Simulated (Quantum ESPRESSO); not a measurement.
Worked example: self-consistent single point of Ba3TiO5 (I4/mcm, 18 atoms in the cell) in Quantum ESPRESSO.

Level of theory: PBEsol, GBRV 1.5 ultrasoft (PBESOL) pseudopotentials (plane waves; Quantum ESPRESSO).

```
CELL_PARAMETERS angstrom
      3.75272    -3.75272     6.09579
      3.75272     3.75272     6.09579
     -3.75272    -3.75272     6.09579
ATOMIC_POSITIONS crystal
  Ba 0.00000 0.25000 0.25000
  Ba 0.00000 0.75000 0.75000
  Ba 0.14262 0.67869 0.17869
  Ba 0.85738 0.32131 0.82131
  Ba 0.50000 0.82131 0.67869
  Ba 0.50000 0.17869 0.32131
  Ti 0.50000 0.25000 0.75000
  Ti 0.50000 0.75000 0.25000
  O  0.22246 0.29598 0.79598
  O  0.77754 0.70402 0.20402
  O  0.50000 0.51844 0.29598
  O  0.50000 0.48156 0.70402
  O  0.77754 0.01844 0.51844
  O  0.22246 0.98156 0.48156
  O  0.50000 0.79598 0.01844
  O  0.50000 0.20402 0.98156
  O  0.00000 0.00000 0.00000
  O  0.00000 0.50000 0.50000
```

Reference input (self-consistent single point, DFT, PBEsol, plane waves, GBRV 1.5 ultrasoft (PBESOL) pseudopotentials): ecutwfc = 50 Ry; ecutrho = 400 Ry; occupations = fixed; potentials = {Ba: ba_pbesol_v1.uspp.F.UPF, Ti: ti_pbesol_v1.4.uspp.F.UPF, O: o_pbesol_v1.2.uspp.F.UPF}; K_POINTS = automatic 3 3 3 0 0 0; nbnd = 78; conv_thr = 1e-10 Ry. This run's input differs from it in these lines:

```diff
@@ -14,4 +14,4 @@
  ntyp = 3
- ecutwfc = 50
- ecutrho = 400
+ ecutwfc = 30
+ ecutrho = 240
  occupations = 'fixed'
```

The program printed (abridged):

```
     Self-consistent Calculation

     iteration #  1     ecut=    30.00 Ry     beta= 0.70

     negative rho (up, down):  5.537E-01 0.000E+00

     total energy              =    -982.35169614 Ry
     estimated scf accuracy    <       3.27672562 Ry

     iteration #  2     ecut=    30.00 Ry     beta= 0.70

     negative rho (up, down):  5.425E-01 0.000E+00

     total energy              =    -982.10877079 Ry
     estimated scf accuracy    <       8.39867762 Ry

     iteration #  3     ecut=    30.00 Ry     beta= 0.70

     negative rho (up, down):  5.427E-01 0.000E+00

     total energy              =    -983.78852782 Ry
     estimated scf accuracy    <       0.68922413 Ry

   [... 10 blocks of this kind left out ...]

     iteration # 14     ecut=    30.00 Ry     beta= 0.70

     negative rho (up, down):  5.437E-01 0.000E+00

     total energy              =    -983.90089921 Ry
     estimated scf accuracy    <          2.5E-10 Ry

     iteration # 15     ecut=    30.00 Ry     beta= 0.70

     negative rho (up, down):  5.437E-01 0.000E+00
     End of self-consistent calculation

     highest occupied, lowest unoccupied level (ev):     8.0236   10.7750

!    total energy              =    -983.90089921 Ry
     estimated scf accuracy    <          1.5E-11 Ry

     convergence has been achieved in  15 iterations

     negative rho (up, down):  5.437E-01 0.000E+00

     Forces acting on atoms (cartesian axes, Ry/au):

     atom    1 type  1   force =     0.00000000    0.00000000   -0.00000000
     atom    2 type  1   force =    -0.00000000    0.00000000    0.00000000
     atom    3 type  1   force =    -0.00898423    0.00898423    0.00000000
     atom    4 type  1   force =     0.00898423   -0.00898423    0.00000000
     atom    5 type  1   force =    -0.00898423   -0.00898423    0.00000000
     atom    6 type  1   force =     0.00898423    0.00898423   -0.00000000
   [... lines left out ...]
     Total force =     0.088151     Total SCF correction =     0.000008
   [... lines left out ...]

     negative rho (up, down):  5.437E-01 0.000E+00
          total   stress  (Ry/bohr**3)                   (kbar)     P=     -124.19
  -0.00083980   0.00000000   0.00000000         -123.54        0.00        0.00
   0.00000000  -0.00083980  -0.00000000            0.00     -123.54       -0.00
   0.00000000  -0.00000000  -0.00085314            0.00       -0.00     -125.50

   JOB DONE.
```

The run converged in 15 iterations. Against the reference run the free energy goes up by 77.5 meV/atom, the pressure goes from -7.88 to -12.42 GPa, the largest force goes from 0.798 to 0.767 eV/Å and the gap on the mesh stays at 2.751 eV.

The starting cell comes from a database of computed structures (which also holds hypothetical and non-ambient phases and stackings), without a prior relaxation at this level. Its lattice was rescaled by a random factor within 2.5 % of one. At the lowered cutoff the pressure carries the error of an incomplete plane-wave basis.

Cost on one core of a shared machine: roughly 4 min.
